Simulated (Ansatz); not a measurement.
Where the default PAW files enter, the runs use the earlier of Ansatz's two default sets.

Here is the system:

```yaml
crystal:
  lattice:
    - [4.81823, 0.00000, 0.00000]
    - [0.00000, 5.32300, 0.00000]
    - [2.40911, 0.00000, 4.17271]
  atoms:
    - { symbol: Si, position: [0.53120, 0.66667, 0.00000] }
    - { symbol: Si, position: [0.46880, 0.00000, 0.53120] }
    - { symbol: Si, position: [0.00000, 0.33333, 0.46880] }
    - { symbol: O, position: [0.26856, 0.45218, 0.14454] }
    - { symbol: O, position: [0.58690, 0.78551, 0.26856] }
    - { symbol: O, position: [0.14454, 0.11885, 0.58690] }
    - { symbol: O, position: [0.85546, 0.54782, 0.73144] }
    - { symbol: O, position: [0.73144, 0.21449, 0.41310] }
    - { symbol: O, position: [0.41310, 0.88115, 0.85546] }
```

Space group of this cell: P3_221. The cell is strained (all lengths scaled by 0.98); by r2SCAN its mean pressure is 13.9 GPa.

Transport runs along the normal of the first two printed cell vectors, the (100) plane of the conventional cell.

The gap is the functional's own. No spin-orbit coupling. Mid-gap values are interpolated on the energy grid.

Compute, with Ansatz (an electronic-structure program) with r2SCAN, the band gap and the smallest decay constant κ at mid-gap.

Gap 7.02 eV on a 8×6×8 mesh; κ = 0.528 1/Å, at the zone centre.
